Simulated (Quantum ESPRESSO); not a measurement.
Quantum ESPRESSO run on Os (P-1, 2 atoms in the cell): self-consistent single point.

Level of theory: PBE, GBRV 1.5 ultrasoft (PBE) pseudopotentials (plane waves; Quantum ESPRESSO).

The change in words: lattice scaled by 0.98. Reference geometry:
```
Os
1.0
    2.74613     0.00000     0.00000
   -1.37306     2.37822     0.00000
    0.00000     0.00000     4.32631
Os
2
Cartesian
 -0.00618   1.57031   1.09632
  1.37924   0.80791   3.22999
```

Reference input (self-consistent single point, DFT, PBE, plane waves, GBRV 1.5 ultrasoft (PBE) pseudopotentials): ecutwfc = 40 Ry; ecutrho = 320 Ry; occupations = smearing; smearing = fd; degauss = 0.0073499 Ry; potentials = {Os: os_pbe_v1.2.uspp.F.UPF}; K_POINTS = automatic 9 9 5 0 0 0; conv_thr = 1e-11 Ry; mixing_beta = 0.3. This run's input differs from it in these lines:

```diff
@@ -30,5 +30,5 @@
 CELL_PARAMETERS {angstrom}
-   2.746130000     0.000000000     0.000000000
-  -1.373065000     2.378218000     0.000000000
-   0.000000000     0.000000000     4.326310000
+   2.691207000     0.000000000     0.000000000
+  -1.345604000     2.330654000     0.000000000
+   0.000000000     0.000000000     4.239784000
```

The program printed (abridged):

```
     Self-consistent Calculation

     iteration #  1     ecut=    40.00 Ry     beta= 0.30

     negative rho (up, down):  2.624E-01 0.000E+00

     total energy              =    -397.16252220 Ry
     estimated scf accuracy    <       0.34535922 Ry

     iteration #  2     ecut=    40.00 Ry     beta= 0.30

     negative rho (up, down):  2.621E-01 0.000E+00

     total energy              =    -397.12239146 Ry
     estimated scf accuracy    <       0.08569415 Ry

     iteration #  3     ecut=    40.00 Ry     beta= 0.30

     negative rho (up, down):  2.608E-01 0.000E+00

     total energy              =    -397.14642925 Ry
     estimated scf accuracy    <       0.00225196 Ry

   [... 8 blocks of this kind left out ...]

     iteration # 12     ecut=    40.00 Ry     beta= 0.30

     negative rho (up, down):  2.601E-01 0.000E+00

     total energy              =    -397.14717294 Ry
     estimated scf accuracy    <          2.5E-11 Ry

     iteration # 13     ecut=    40.00 Ry     beta= 0.30

     negative rho (up, down):  2.601E-01 0.000E+00
     End of self-consistent calculation

     Number of k-points >= 100: set verbosity='high' to print the bands.

     the Fermi energy is    28.2131 ev

!    total energy              =    -397.14717295 Ry
     estimated scf accuracy    <          3.0E-12 Ry
     smearing contrib. (-TS)   =      -0.00243572 Ry
     internal energy E=F+TS    =    -397.14473723 Ry

     convergence has been achieved in  13 iterations

     negative rho (up, down):  2.601E-01 0.000E+00

     Forces acting on atoms (cartesian axes, Ry/au):

     atom    1 type  1   force =     0.00550022    0.01406007   -0.02733052
     atom    2 type  1   force =    -0.00550022   -0.01406007    0.02733052

     Total force =     0.044156     Total SCF correction =     0.000000

     negative rho (up, down):  2.601E-01 0.000E+00
          total   stress  (Ry/bohr**3)                   (kbar)     P=      333.42
   0.00221047   0.00002621  -0.00000608          325.17        3.86       -0.89
   0.00002621   0.00207955  -0.00001358            3.86      305.91       -2.00
  -0.00000608  -0.00001358   0.00250953           -0.89       -2.00      369.17

   JOB DONE.
```

The run converged in 13 iterations. Against the reference run the free energy goes up by 93.2 meV/atom, the pressure goes from 4.13 to 33.34 GPa and the largest force goes from 0.624 to 0.803 eV/Å.

The starting cell comes from a database of computed structures (which also holds hypothetical and non-ambient phases and stackings), without a prior relaxation at this level. Its atoms were displaced at random from the sites of space group no. 194. For this run, on top of that: lattice scaled by 0.98. Spin polarisation is off. With a pressure of about 33 GPa the cell is away from its equilibrium volume at this level.

Cost on one core of a shared machine: roughly 50 s.
